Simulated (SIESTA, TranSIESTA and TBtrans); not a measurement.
Junction: Pt chain with one bond stretched by 0.6 Å. Leads: straight Pt chain, spacing 2.28 Å. Geometry: as built, not relaxed. Transport runs along z; the first 6 and the last 6 of the 20 atoms are the lead cells, repeated to infinity.

```xyz
20
Lattice="9.000 0.000 0.000 0.000 9.000 0.000 0.000 0.000 46.200" Properties=species:S:1:pos:R:3 pbc="F F T"
Pt     4.500     4.500     0.000
Pt     4.500     4.500     2.280
Pt     4.500     4.500     4.560
Pt     4.500     4.500     6.840
Pt     4.500     4.500     9.120
Pt     4.500     4.500    11.400
Pt     4.500     4.500    13.680
Pt     4.500     4.500    15.960
Pt     4.500     4.500    18.240
Pt     4.500     4.500    20.520
Pt     4.500     4.500    23.400
Pt     4.500     4.500    25.680
Pt     4.500     4.500    27.960
Pt     4.500     4.500    30.240
Pt     4.500     4.500    32.520
Pt     4.500     4.500    34.800
Pt     4.500     4.500    37.080
Pt     4.500     4.500    39.360
Pt     4.500     4.500    41.640
Pt     4.500     4.500    43.920
```
Starting moments (μB): atom 7 +0.6, atom 8 +0.6, atom 9 +0.6, atom 10 +0.6, atom 11 +0.6, atom 12 +0.6, atom 13 +0.6, atom 14 +0.6; lead atoms +0.6 (left) and +0.6 (right).

Run with TranSIESTA and TBtrans (open boundaries, self-consistent; PseudoDojo norm-conserving potentials, scalar-relativistic): Spin polarized, PAO.BasisSize DZP, PAO.EnergyShift 0.15 eV, XC.Authors PBE, Mesh.Cutoff 200 Ry, ElectronicTemperature 300 K, TS.Voltage 0.0 eV, TBT.Elecs.Eta 0.001 eV.

Energies count from the leads' Fermi level. Transmissions are for each spin. The energy step is 0.01 eV; narrower resonances are cut or missed.

| E (eV) | T up | T down |
|---|---|---|
| -0.20 | 2.65 | 2.66 |
| -0.15 | 2.71 | 2.72 |
| -0.10 | 2.77 | 2.78 |
| -0.05 | 2.83 | 2.83 |
| 0.00 | 2.87 | 2.88 |
| 0.05 | 2.90 | 2.90 |
| 0.10 | 2.91 | 2.91 |
| 0.15 | 2.89 | 2.88 |
| 0.20 | 2.82 | 2.81 |

Task: Give the zero-bias conductance in μS and the resistance at 300 K.

Result: At the Fermi level the mean of both spins is (2.87 + 2.88)/2 = 2.88. Averaged with −∂f/∂E over the full grid (kT = 25.9 meV) it is 2.87. With G0 = 2e²/h = 77.48 μS, G = 222 μS and R = 1/G = 4.50 kΩ.

Task: The eigenchannels at the Fermi level (both spins) transmit 0.924, 0.660, 0.660, 0.629, 0.923, 0.661, 0.661, 0.631. What Fano factor of the shot noise follows at low temperature and bias?

Result: F = Σ τ(1 − τ)/Σ τ = 1.50/5.75 = 0.26.

A magnetic start was tried, and the separate lead runs end without a moment. The straight chain is held at its spacing; free chains may zigzag or dimerise. Spin-orbit coupling, left out here, matters for the heavy atoms.
